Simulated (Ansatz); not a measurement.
Take TiO₂ in the rutile structure (space group P4_2/mnm, No. 136; a = 4.5481 Å, c = 2.9171 Å) as the base. Axes: x, y, z lie along a, b, c of the conventional cell.

Method: Ansatz (a quantum-chemistry and plane-wave program), LDA, PAW, cutoff 420 eV, spin-orbit coupling left out.

The change: tensor shear ε_xz = +2.00 % (engineering shear γ = 0.0400); the atoms relax in the strained cell.

### Question
Predict the stress tensor and what it implies for the stiffness.

### Answer
Stress of the strained cell less that of the base (GPa, compression positive):
```
   0.11    0.00   -5.01
   0.00    0.16    0.00
  -5.01    0.00   -0.04
```

Then −Δσ/γ with γ = 2ε = 0.0400 gives secant stiffness values (nonlinear terms included at this strain): C55 ≈ 125 GPa.

As a check, the harmonic strain energy −½ V₀ Δσ:ε is 6.3 meV/atom; the computed energy rise is 6.3 meV/atom.

No phonon test of stability was made. The final runs are not spin-polarised.
